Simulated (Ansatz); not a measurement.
Take SnO₂ in the rutile structure (space group P4_2/mnm, No. 136; a = 4.722 Å, c = 3.190 Å) as the base.

Method: Kohn–Sham DFT with the LDA functional, run in Ansatz (a program for electronic structure) with PAW and 420 eV plane waves, no spin-orbit coupling.

One change was made to it. Results:

The valence-band top at Γ (three highest levels, from the VBM) goes from 0.00, -0.80, -0.80 eV to 0.00, -0.81, -0.81 eV; the volume per atom falls by 0.25 Å³, from 11.86 Å³ to 11.61 Å³.

**Question.** What was done to the base?
A. pressure −1 GPa
B. pressure 2.1 GPa
C. pressure 4.5 GPa
D. pressure 22.5 GPa
E. pressure −2 GPa

**Answer.** C, pressure 4.5 GPa. For comparison, the volume per atom in the other runs: pressure −1 GPa gives 11.92 Å³; pressure −2 GPa gives 11.98 Å³; pressure 2.1 GPa gives 11.74 Å³; pressure 22.5 GPa gives 10.86 Å³.

The levels and masses belong to the bands next to the band gap. Load acts through the strain it causes; cell and atoms are relaxed under it. Stability against distortions was not tested. No other phases were tried under pressure.
